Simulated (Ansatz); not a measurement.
## CdS (model structure, started from the h-BN type, P6₃/mmc, No. 194, 4 atoms in the cell): lattice parameter c by level of theory

No measured value is used here.

**Question.** Put these levels in order of the lattice parameter c that they give for CdS (model structure, started from the h-BN type, P6₃/mmc, No. 194, 4 atoms in the cell), smallest first: PBE (Ansatz, a program for electronic structure), PBE-D3(BJ) (Ansatz), PBEsol (Ansatz).

**Answer.** PBEsol (5.678 Å), PBE-D3(BJ) (5.725 Å), PBE (5.833 Å)

Ansatz's density-functional and Hartree–Fock values are scalar-relativistic unless marked +SOC, with PAW data made under PBE.

A model structure was made by putting elements into a prototype or built by hand; it is no filed structure, need not be a known phase, and can be a saddle point held by its symmetry.
